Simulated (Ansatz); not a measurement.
```yaml
crystal:
  lattice:
    - [0.00000, 1.89287, 1.87934]
    - [1.89287, 0.00000, 1.87934]
    - [1.89287, 1.89287, 0.00000]
  atoms:
    - { symbol: Rh, position: [0.00000, 0.00000, 0.00000] }
```

All values below come from PBEsol, rigid bands (plane waves, PAW, scalar-relativistic; Ansatz, an electronic-structure program). Condition of this run: uniaxial stress zz = 2 GPa (compression positive) (the target of the relaxation). Cell: cell and atoms relaxed with PBEsol, then loaded as said.

Predict the product ρ₀λ of resistivity and mean free path that follows from the Fermi surface's area.

3.2 ×10⁻¹⁶ Ω·m².

And the Drude plasma energy and the root-mean-square Fermi velocity at 300 K?

10.2 eV; 6.6e5 m/s.

A metal at this level (no band gap); rigid bands, thermally averaged at 300 K, both spins. Spin-orbit coupling is left out. τ is one relaxation time for all states; the product of resistivity and mean free path takes one path for all states instead.
